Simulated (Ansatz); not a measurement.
**A self-consistent single point of CdS (F-43m, 2 atoms in the cell) with Ansatz (a program for electronic structure)**

Method of the run: PBE (plane waves, PAW; Ansatz).

The input file:

Ansatz 0.2 input:
```yaml
# CdS
crystal:
  lattice:
    - [0.00000000, 2.89545000, 2.89545000]
    - [2.89545000, 0.00000000, 2.89545000]
    - [2.89545000, 2.89545000, 0.00000000]
  atoms:
    - { symbol: Cd, position: [0.00000000, 0.00000000, 0.00000000] }
    - { symbol: S, position: [0.25000000, 0.25000000, 0.25000000] }
basis:
  ecutwfc: 420.0
kpoints:
  mp_grid:
    grid: [7, 7, 7]
hamiltonian:
  xc: pbe
  pseudopotentials:
    kind: paw
scf:
  occupations:
    method: fermi_dirac
    width: 0.02
output:
  forces: true
  eigenvalues: true
  stress: true
```

Log, with long lists cut:

```
WARN ansatz: RAYON_NUM_THREADS=1 ignored (pool sized by the plan → 1); use --threads N
Pseudopotentials: kind: paw
Pseudopotential: Cd, paw, valence charge 20
Pseudopotential: S, paw, valence charge 6
Crystal: 2 atoms, lattice volume = 48.549 Å³
Basis set: ecut = 420 eV, 941 PW (Γ), exchange–correlation on 60×60×60 points (8 copies of the dense FFT grid, shifted against one another)
Bands: 17, of which v1, the nominal top of the filled ones, is band 13 counted from 1 (12 counted from 0)
Symmetry: 24 space group operations
Space group: F-43m (ITA 216), of the structure as read, at distance tolerance 3.6e-5 Å
k-points: 20 of 343 (time reversal used)
Initial density: superposition of atomic densities (neutral atoms: chi_scale 0, normalization atom), corrected by the library's trained network
Initial wavefunctions: pseudopotential atomic-orbital guess
Eigensolver: davidson
Functional: x = pbe(κ = 0.804, μ = 0.2195149727645171), c = pbe(β = 0.06672455060314922)
SCF iter   1: F=—  HF=-9157.782680 eV  |F-HF|=—  |Δ(HF+E_count)|=         —  Δρ=5.90e-4  dr2=1.81e-4  ethr=1.77e-3  ⟨swp⟩=5.8  Hψ=1754  notcnv=0
all-band conjugate gradients solve this SCF's bands
preconditioner: auto → none
SCF iter   2: F=—  HF=-9157.783367 eV  |F-HF|=—  |Δ(HF+E_count)|=   6.87e-4  Δρ=3.25e-4  dr2=2.98e-5  ethr=6.95e-7  ⟨swp⟩=2.6  Hψ=795  notcnv=0
SCF iter   3: F=—  HF=-9157.783389 eV  |F-HF|=—  |Δ(HF+E_count)|=   2.14e-5  Δρ=1.16e-4  dr2=2.90e-6  ethr=1.15e-7  ⟨swp⟩=2.3  Hψ=571  notcnv=0
SCF iter   4: F=—  HF=-9157.783410 eV  |F-HF|=—  |Δ(HF+E_count)|=   2.12e-5  Δρ=3.01e-5  dr2=2.28e-7  ethr=1.12e-8  ⟨swp⟩=2.0  Hψ=520  notcnv=0
iter 5 did not close the SCF: its close was put off for the readings that it lacked (scf_convergence_deferred on its scf_iter line)
SCF iter   5: F=-9157.783411 eV  HF=-9157.783411 eV  |F-HF|=5.29e-8  |Δ(HF+E_count)|=   1.56e-6  Δρ=7.53e-6  dr2=3.90e-8  ethr=8.77e-10  ⟨swp⟩=2.0  Hψ=520  notcnv=0
SCF iter   6: F=-9157.783411 eV  HF=-9157.783411 eV  |F-HF|=2.19e-9  |Δ(HF+E_count)|=   6.90e-8  Δρ=3.52e-6  dr2=3.93e-9  ethr=1.50e-10  ⟨swp⟩=2.0  Hψ=1135  notcnv=0
SCF 1 converged in 6 iterations: F = -9157.783411 eV  dr2 = 3.93e-9
SCF converged after 6 iterations
Free energy (F): -9157.783411 eV
Harris-Foulkes:  -9157.783411 eV  (|F-HF|=2.19e-9)
Internal energy: -9157.783411 eV  (E = F + TS)
E sigma→0 (E₀):  -9157.783411 eV
Fermi energy:    7.829098 eV
--- Per-component energies (eV) ---
  E_band       = -500.100315
  E_kinetic    = 612.600512
  E_local      = -3979.680236  (includes V_loc(G=0)·N_el)
  E_nonlocal   = 62.119208
  E_hartree    = 1829.784344
  E_xc         = -274.272161
  E_vxc        = -309.629953  (∫ρ·V_xc dr)
  E_paw        = -4683.688507  (= ΣΔE_a)
  E_vpaw       = -545.077068  (= ΣTr[D̂ρ^β])
  E_aug_tail   = 0.000016  (compensation charges beyond the density's cutoff)
  E_ewald      = -2724.646587
  E_smearing   = -0.000000  (= −TS)
  E_closure    = 0.000000  (closes the sum)
  Σ components = -9157.783411   (vs F -9157.783411, Δ=0.00e0)
--- Forces (eV/Å), atoms counted from 1 ---
  atom   1  Cd     0.00000000     0.00000000     0.00000000
  atom   2  S     -0.00000000     0.00000000     0.00000000
  max |Σ_I F_I| component: 1.30e-16 eV/Å
--- Stress (GPa, compression-positive) ---
        4.356344       0.000000      -0.000000
       -0.000000       4.356344       0.000000
       -0.000000       0.000000       4.356344
  P = ⅓ Tr σ = 4.3563 GPa (43.563 kbar)
  The stress holds the Pulay correction. Without it, at fixed plane waves, as pw.x and ABINIT print it: P = 4.3186 GPa
--- Band table (eV; the first three rows and the last of 20) ---
  k-point 0: bands = ["-94.1185", "-55.1917", "-55.1917", "-55.1917", "-5.2791", "-0.5817", "-0.5817", "-0.5817", "-0.0706", "-0.0706", "7.2225", "7.2225", "7.2225", "8.4137", "13.7410", "13.7410", "13.7410"]
  k-point 1: bands = ["-94.1185", "-55.1919", "-55.1918", "-55.1918", "-5.1950", "-0.5513", "-0.5513", "-0.5092", "-0.0717", "-0.0717", "5.9773", "7.0602", "7.0602", "9.3962", "13.4491", "13.9955", "13.9955"]
  k-point 2: bands = ["-94.1185", "-55.1922", "-55.1918", "-55.1918", "-5.0048", "-0.4922", "-0.4922", "-0.2373", "-0.0613", "-0.0613", "4.2629", "6.7243", "6.7243", "10.1587", "13.6796", "14.2907", "14.2907"]
  k-point 19: bands = ["-94.1185", "-55.1923", "-55.1922", "-55.1920", "-4.7045", "-0.3597", "-0.3054", "-0.1247", "-0.0526", "0.5669", "3.2100", "4.6545", "5.3776", "12.1946", "12.8485", "14.6386", "15.6988"]
```

The run converged in 6 iterations.

The starting cell has typed, rounded lattice constants, without a prior relaxation at this level. Its lattice was rescaled by up to half a per cent. With a pressure of about 4 GPa the cell is away from its equilibrium volume at this level. Ansatz's pressure includes its estimate of the finite-basis (Pulay) stress.
